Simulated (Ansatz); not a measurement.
**BaS in the rock salt structure (space group Fm-3m, No. 225)**

```xyz
2
Lattice="0.0000 3.2125 3.2125 3.2125 0.0000 3.2125 3.2125 3.2125 0.0000" Properties=species:S:1:pos:R:3 pbc="T T T"
S      0.0000     0.0000     0.0000
Ba     3.2125     3.2125     3.2125
```

Level of theory: r2SCAN (Ansatz, a first-principles code), without spin-orbit coupling. Γ-centred 9×9×9 mesh, Fermi–Dirac width 0.05 eV.

The volume per atom is 33.15 Å³ and the density comes out as 4.24 g/cm³. The band gap comes out as 2.58 eV, indirect, Γ → X and the electron mass comes out as 1.3 mₑ along k, 0.34 mₑ across. The hole mass (degenerate bands, along [100]) is 0.24, 2.8, 2.8 mₑ. The lowest conduction-band minima above the VBM comes out as X along ⟨100⟩ 2.58 eV. The total energy is -3437.566 eV/atom (σ→0; compares only within this code and set-up).

Effective masses come from finite differences of ±0.01 Å⁻¹. Along k means along the line from Γ to the band edge. Stability against distortions was not tested.
